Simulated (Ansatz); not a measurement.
Results of PBEsol (plane waves, PAW; Ansatz, a quantum-chemistry and plane-wave program) for CsCl-type RuAl.

Numerical settings: plane-wave cutoff 500 eV, 18×18×18 k mesh, Fermi–Dirac smearing 0.1 eV, no spin polarisation, scalar-relativistic PAW data made under PBE.

Computed at the level's own relaxed cell.

Give the computed equilibrium volume per atom and equilibrium lattice constant a.


equilibrium volume per atom: 13.19 Å³/atom
equilibrium lattice constant a: 2.977 Å

Measured, for comparison: lattice constant a 2.992 Å (temperature not stated, copied from a table, unchecked, not corrected to a static lattice; as tabulated in Acta Metallurgica 41, 863 (1993)). Computed (rounded) less measured: lattice constant a not scored (unchecked). A static lattice is as a rule a little smaller and stiffer than an uncorrected measurement, which narrows the difference in the lattice constant a and would widen misses of the other sign.

The computed numbers hold no vibrational or temperature effects.

The result took very roughly 50 core-seconds.
